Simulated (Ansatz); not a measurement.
Where the default PAW files enter, the runs use the earlier of Ansatz's two default sets.

Inside the gap of an insulator the Bloch states are evanescent, with a wavenumber k + iκ along the transport direction.

Consider the following.

```
CSi
1.0
    3.07351     0.00000     0.00000
   -1.53675     2.66174     0.00000
    0.00000     0.00000     5.04525
Si C
2 2
Direct
  0.33333   0.66667   0.49960
  0.66667   0.33333   0.99960
  0.33333   0.66667   0.87540
  0.66667   0.33333   0.37540
```

Space group of this cell: P6_3mc, wurtzite. The cell is taken as given.

Transport runs along the normal of the first two printed cell vectors, the (001) plane of the conventional cell.

No gap correction and no spin-orbit coupling; mid-gap is the computed energy nearest the middle.

Q: Give the band gap and the smallest decay constant κ at mid-gap that Ansatz (an electronic-structure program) with PBEsol yields.

A: Gap 2.12 eV on a 12×12×6 mesh; κ = 0.225 1/Å, at the zone centre.
